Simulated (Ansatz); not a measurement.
Data:

End structure of the (221) surface of alpha tin in its 1x1 cell, outermost plane spacing 0.55 Å in the ideal cut:

```yaml
crystal:
  lattice:
    - [4.70718, 0.00000, 0.00000]
    - [0.00000, 14.12153, 0.00000]
    - [0.00000, 0.00000, 27.00000]
  atoms:
    - { symbol: Sn, position: [0.00000, 0.60191, 0.28814] }
    - { symbol: Sn, position: [0.50000, 0.66578, 0.34023] }
    - { symbol: Sn, position: [0.50000, 0.34064, 0.33293] }
    - { symbol: Sn, position: [0.00000, 0.45054, 0.36358] }
    - { symbol: Sn, position: [0.00000, 0.06434, 0.39350] }
    - { symbol: Sn, position: [0.50000, 0.18145, 0.40134] }
    - { symbol: Sn, position: [0.50000, 0.77593, 0.42955] }
    - { symbol: Sn, position: [0.00000, 0.88928, 0.44760] }
    - { symbol: Sn, position: [0.00000, 0.49911, 0.46882] }
    - { symbol: Sn, position: [0.50000, 0.61035, 0.49192] }
    - { symbol: Sn, position: [0.50000, 0.22298, 0.50808] }
    - { symbol: Sn, position: [0.00000, 0.33422, 0.53118] }
    - { symbol: Sn, position: [0.00000, 0.94406, 0.55240] }
    - { symbol: Sn, position: [0.50000, 0.05740, 0.57045] }
    - { symbol: Sn, position: [0.50000, 0.65189, 0.59866] }
    - { symbol: Sn, position: [0.00000, 0.76899, 0.60650] }
    - { symbol: Sn, position: [0.00000, 0.38279, 0.63642] }
    - { symbol: Sn, position: [0.50000, 0.49270, 0.66707] }
    - { symbol: Sn, position: [0.50000, 0.16755, 0.65977] }
    - { symbol: Sn, position: [0.00000, 0.23142, 0.71186] }
```

Slab: 20 atoms, 10.5 Å thick at the start; k 8x3x1, smearing 0.1 eV, dipole-corrected; single point; on the structure that PBE left under its start's symmetry; no spin, no spin-orbit, no U.

Task: What work function of the top face does r2SCAN, at the PBE geometry in Ansatz (a program for electronic structure) give?

Result: 4.53 eV

Task: What surface energy (mean of both faces) does r2SCAN, at the PBE geometry give?

Result: 0.73 J/m²
